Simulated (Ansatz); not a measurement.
GaGeSiN (model structure, started from the AlSiCN type, R3m, No. 160, 4 atoms in the cell) was calculated with PBEsol+SOC (Ansatz, a quantum-chemistry and plane-wave program, plane waves, PAW).

Input file:

Ansatz 0.2 input:
```yaml
crystal:
  lattice:
    - [1.7735653482, 1.0239684312, 6.0814248687]
    - [-1.7735653482, 1.0239684312, 6.0814248687]
    - [0.0, -2.0479368624, 6.0814248687]
  atoms:
    - { symbol: Ga, position: [0.0167419178, 0.0167419178, 0.0167419178] }
    - { symbol: N, position: [0.1246119466, 0.1246119466, 0.1246119466] }
    - { symbol: Ge, position: [0.4883741752, 0.4883741752, 0.4883741752] }
    - { symbol: Si, position: [0.6203049605, 0.6203049605, 0.6203049605] }
basis:
  ecutwfc: 520
  ecutrho_ratio: 4
  xc_grid: 2
kpoints:
  mp_grid: { grid: [18, 18, 18] }
hamiltonian:
  xc: pbesol
  dispersion: none
  pseudopotentials: { kind: paw }
scf:
  occupations: { method: fermi_dirac, width: 0.05 }
  convergence: { dr2_threshold: 0.0000000004 }
output:
  forces: true
  stress: true
  eigenvalues: true
magnetization:
  noncollinear: true
  spin_orbit: true
```

Output (set-up and result lines):

```
Crystal: 4 atoms, lattice volume = 66.266 Å³
Basis set: ecut = 520 eV, 1775 PW (Γ), FFT grids on a1−a3, a2−a3, a3, exchange–correlation on 54×54×96 points (8 copies of the dense FFT grid, shifted against one another)
Bands: 44, of which v1, the nominal top of the filled ones, is band 36 counted from 1 (35 counted from 0)
Symmetry: 6 space group operations + 6 with time reversal
k-points: 580 of 5832 (time reversal used)
Initial density: superposition of atomic densities (chi_scale 0.1, normalization cell, long waves kept (reshape's long-wave potential 0.52 eV rms))
Functional: x = pbesol(κ = 0.804, μ = 0.12345679012345678), c = pbesol(β = 0.046)
spin=Noncollinear: Kerker preconditioning applied to the charge; magnetization (m_x, m_y, m_z) channels mix plain (no charge-response kernel on spin).
SCF 1 converged in 15 iterations: F = -8995.348380 eV  dr2 = 3.55e-10
SCF converged after 15 iterations
Free energy (F): -8995.348380 eV
Internal energy: -8995.333302 eV  (E = F + TS)
E sigma→0 (E₀):  -8995.340841 eV
Fermi energy:    8.788224 eV
--- Forces (eV/Å), atoms counted from 1 ---
  atom   1  Ga     0.00000000     0.00000000    -0.00132693
  atom   2  N      0.00000000    -0.00000000    -0.00099176
  atom   3  Ge     0.00000000    -0.00000000     0.00159859
  atom   4  Si    -0.00000000     0.00000000     0.00070223
--- Stress (GPa, compression-positive) ---
       -0.011086       0.000000       0.000000
        0.000000      -0.011086      -0.000000
        0.000000      -0.000000      -0.026087
  P = ⅓ Tr σ = -0.0161 GPa (-0.161 kbar)
```

The PAW data were made under PBE.

Note: the relaxation could raise the start's symmetry but not lower it, so the cell can be a saddle point.

A model structure was made by putting elements into a prototype or built by hand; it is no filed structure, need not be a known phase, and can be a saddle point held by its symmetry.
